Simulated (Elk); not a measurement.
A self-consistent single point of RbBr (Fm-3m, 2 atoms in the cell) with Elk.

Method: PBE, spin-orbit coupling in second variation, all-electron FP-LAPW, Elk's shipped species files, APW+lo basis with extra local orbitals in Elk.

```
CELL_PARAMETERS angstrom
      0.00000     3.44500     3.44500
      3.44500     0.00000     3.44500
      3.44500     3.44500     0.00000
ATOMIC_POSITIONS crystal
  Rb 0.00000 0.00000 0.00000
  Br 0.50000 0.50000 0.50000
```

Reference input (self-consistent single point, DFT, PBE, all-electron FP-LAPW, Elk's shipped species files, APW+lo basis with extra local orbitals): xctype = 20; rgkmax = 7.5; swidth = 0.000734986 Ha; ngridk = 8 8 8; gmaxvr = 14 1/bohr; nxlo = 2; lorbcnd = true; lmaxi = 2; maxscl = 100. This run's input differs from it in these lines:

```diff
@@ -5,2 +5,5 @@
   20
+
+spinorb
+  .true.
 
@@ -20,2 +23,5 @@
   2
+
+nempty
+  10
```

Output (repeated stretches shortened):

```
│ Self-consistent loop started │
│ Loop number : 1 │
 total energy                :     -5596.44831264
 total moment                :   0.2951602600E-23  0.1256924934E-22  0.1125549413E-23
│ Loop number : 2 │
 total energy                :     -5596.36055461
 total moment                :  -0.2583238277E-23 -0.3335127801E-23 -0.1088406918E-23
RMS change in Kohn-Sham potential (target) :   0.1053117121     (  0.1000000000E-05)
Absolute change in total energy (target)   :   0.8775802944E-01 (  0.1000000000E-03)
│ Loop number : 3 │
 total energy                :     -5595.60943686
   [... lines left out ...]
 total energy                :     -5588.40654504
 total moment                :  -0.1348144065E-23 -0.1160682164E-22 -0.9409116260E-24
RMS change in Kohn-Sham potential (target) :   0.1410519211E-06 (  0.1000000000E-05)
Absolute change in total energy (target)   :   0.3143091581E-03 (  0.1000000000E-03)
│ Loop number : 14 │
 total energy                :     -5588.40654127
 total moment                :  -0.1354559220E-23 -0.9669114962E-23  0.5378865781E-24
RMS change in Kohn-Sham potential (target) :   0.4939630362E-07 (  0.1000000000E-05)
Absolute change in total energy (target)   :   0.8234603592E-04 (  0.1000000000E-03)
Convergence targets achieved

│ Loop number : 15 │

Energies :
 Fermi                       :     0.953463331924E-02
 xc effective B-field        :    -0.171139046571E-10
 external B-field            :      0.00000000000
 total energy                :     -5588.40653827
 (external B-field energy excluded from total)

Density of states at Fermi energy :   0.1360550930E-06
 (states/Hartree/unit cell)

Estimated indirect band gap :   0.1537620080
 from k-point      1 to k-point      1
Estimated direct band gap   :   0.1537620080
 at k-point      1

Charges :
 core                        :    46.00000000
 valence                     :    26.00000000
 interstitial                :    3.084122764
 muffin-tins (core leakage)
  species :    1 (Rb)
   atom    1                 :    35.40026333     (  0.9320453804E-04)
  species :    2 (Br)
   [... lines left out ...]
 muffin-tins
  species :    1 (Rb)
   atom    1                 :  -0.1846508255E-24  0.3313223742E-23 -0.2455378928E-23
  species :    2 (Br)
   atom    1                 :   0.6733646676E-24  0.2792988402E-23 -0.2724989135E-24
 total in muffin-tins        :   0.4887138421E-24  0.6106212144E-23 -0.2727877842E-23
 total moment                :   0.8033108965E-24  0.5097358749E-23 -0.1962381449E-23

│ Self-consistent loop stopped │
```

The run converged in 15 iterations. The count includes the last loop, which Elk runs after its targets are met. Against the reference run the gap on the mesh goes from 4.347 to 4.184 eV.

The starting cell has typed, rounded lattice constants, without a prior relaxation at this level. Values depend on the basis (sphere radii, cutoffs, local orbitals), which need not be converged.
